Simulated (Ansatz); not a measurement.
Structures of equal composition on the (111)B surface of zinc-blende ZnS (S plane on top): 2x2 Al adatom at H3; 2x2 Al adatom at T4. The slabs share one bottom face, and each structure is named by its start. These are constructed structures in small cells; real faces may alloy, dewet or reconstruct in larger ones, and not all known structures of the face are among them. Slabs of about 13 Å with all that they carry, Fermi-Dirac smearing of 0.025 eV. Bottom of the slabs: H caps. Relaxed from the named starts with such symmetry as they have, on meshes of like density; energies extrapolated to zero smearing; no spin-orbit coupling, no U. Spin-polarised runs, if any, are marked in brackets, and their order is one that fits the cell; the others ran without spin. Where a second, spin-polarised start was run, the lower counts.

Host crystal: zinc-blende ZnS, with a band gap (PBE, scalar-relativistic without spin-orbit coupling).

The numbers are results of PBE (plane waves to 420 eV, PAW; Ansatz, an electronic-structure program), not measurements.

Task: Order them by energy per 1x1 cell (lowest first) at the level PBE.

Result: 2x2 Al adatom at H3 (0.000 eV [spin, 1.0 μB a cell], a narrow gap of 0.21 eV by band count), 2x2 Al adatom at T4 (0.027 eV [spin, 1.0 μB a cell], gap 0.68 eV on the mesh)
